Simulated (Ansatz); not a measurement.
WC (P-6m2): band-structure transport figures

Given:

```yaml
crystal:
  lattice:
    - [2.89891, 0.00000, 0.00000]
    - [-1.44945, 2.51053, 0.00000]
    - [0.00000, 0.00000, 2.82827]
  atoms:
    - { symbol: W, position: [0.00000, 0.00000, 0.00000] }
    - { symbol: C, position: [0.66667, 0.33333, 0.50000] }
```

Level of theory: PBEsol, rigid bands (plane waves, PAW, scalar-relativistic; Ansatz, a quantum-chemistry and plane-wave program). Cell: cell and atoms relaxed with PBEsol.

The density of states at the Fermi level is 0.300 states/(eV·cell), both spins, the bare Sommerfeld coefficient comes out as 0.35 mJ/(mol of atoms·K²) and the drude plasma energy comes out as 3.3 (x), 3.3 (y), 3.2 (z) eV. The root-mean-square Fermi velocity comes out as 5.4e5 m/s and the resistivity times τ is 44 (x), 44 (y), 47 (z) ×10⁻²² Ω·m·s.

A metal at this level (no band gap); rigid bands, thermally averaged at 300 K, both spins. Spin-orbit coupling is left out, which matters with elements this heavy. τ is one relaxation time for all states.
